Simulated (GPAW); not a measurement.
Worked example: self-consistent single point of CdPd3 (I4/mmm, 4 atoms in the cell) in GPAW.

Method of the run: LDA (Perdew-Wang 92), GPAW PAW datasets LDA (gpaw-data 1.0.1) (plane waves; GPAW).

```xyz
4
Lattice="-1.9552 1.9552 3.8816 1.9552 -1.9552 3.8816 1.9552 1.9552 -3.8816" Properties=species:S:1:pos:R:3 pbc="T T T"
Cd     0.0000     0.0000     0.0000
Pd     0.0000     1.9552     1.9408
Pd     1.9552     0.0000     1.9408
Pd     0.0000     0.0000     3.8816
```

Reference input (self-consistent single point, DFT PBEsol, plane waves, GPAW PAW datasets PBEsol (made by gpaw-setup)): mode = pw; ecut = 550 eV; xc = PBEsol; kpts = 8 8 8; mesh shift (steps) = 0 0 0; occupations.name = fermi-dirac; occupations.width = 0.1 eV; nbands = -10; convergence.forces = 0.001 eV/Å; symmetry.symmorphic = false; symmetry.tolerance = 0.0005; maxiter = 150. This run's input differs from it in these lines:

```diff
@@ -15,3 +15,3 @@
 calc = GPAW(mode=PW(550),
-            xc='PBEsol',
+            xc='LDA',
             kpts={'size': (8, 8, 8), 'gamma': True},
```

Its files differ too (potentials: GPAW PAW datasets LDA (gpaw-data 1.0.1)).

Log, with long lists cut:

```
     iter     time        total  log10-change:
                         energy   eigst   dens  force
iter:   1 --:--:--   -22.138532
iter:   2 --:--:--   -21.184876   -1.44  -1.26
iter:   3 --:--:--   -19.482063   -0.43  -1.30
iter:   4 --:--:--   -18.641090   -1.60  -1.79
iter:   5 --:--:--   -18.565080   -1.94  -1.81
iter:   6 --:--:--   -18.556214   -2.45  -2.24
iter:   7 --:--:--   -18.499896   -3.20  -2.34
iter:   8 --:--:--   -18.480618   -3.16  -2.71
iter:   9 --:--:--   -18.474841c  -3.60  -2.75
iter:  10 --:--:--   -18.474839c  -4.99  -3.49
iter:  11 --:--:--   -18.474567c  -4.50  -3.51
iter:  12 --:--:--   -18.474392c  -5.59  -3.54
iter:  13 --:--:--   -18.474458c  -5.01  -3.75
iter:  14 --:--:--   -18.474398c  -6.33  -3.74
iter:  15 --:--:--   -18.474398c  -5.98  -3.90
iter:  16 --:--:--   -18.474389c  -7.78c -4.50c
iter:  17 --:--:--   -18.474357c  -6.91  -4.62c
iter:  18 --:--:--   -18.474355c  -7.70c -4.78c -17.10c
Converged after 18 iterations.

Dipole moment: (0.000000, -0.000000, 0.000000) |e|*Ang

Energy contributions relative to reference atoms: (reference = -563330.200945)

Kinetic:         +7.945240
Potential:      -16.480420
External:        +0.000000
XC:              -9.280076
Entropy (-ST):   -0.103793
Local:           -0.607202
SIC:             +0.000000
--------------------------
Free energy:    -18.526251
Extrapolated:   -18.474355

Showing only first 2 kpts
 Kpt  Band  Eigenvalues  Occupancy
  0    28      9.17690    1.98913
  0    29      9.97037    0.12303
  0    30     11.93076    0.00000
  0    31     16.93630    0.00000

  1    28      8.94424    1.99893
  1    29      9.70128    0.98297
  1    30     13.18907    0.00000
  1    31     15.37518    0.00000

Fermi level: 9.69787

No gap
No difference between direct/indirect transitions
Energy (eV): -18.474355

Forces in eV/Ang:
  0 Cd    0.00000    0.00000   -0.00000
  1 Pd    0.00000    0.00000    0.00000
  2 Pd    0.00000    0.00000    0.00000
  3 Pd    0.00000    0.00000    0.00000

Stress tensor:
    -0.011051     0.000000    -0.000000
     0.000000    -0.011051     0.000000
    -0.000000     0.000000    -0.012759
Stress (GPa, Voigt): [-1.7706 -1.7706 -2.0442  0.     -0.      0.    ]
```

The run converged in 18 iterations. GPAW prints stress with tension positive. Against the reference run the pressure goes from 7.76 to 1.86 GPa.

The starting cell comes from a database of computed structures (which also holds hypothetical and non-ambient phases and stackings), without a prior relaxation at this level. Its lattice was rescaled by a random factor within 2.5 % of one. Spin polarisation is off.

Cost on one core of a shared machine: roughly 4 min.
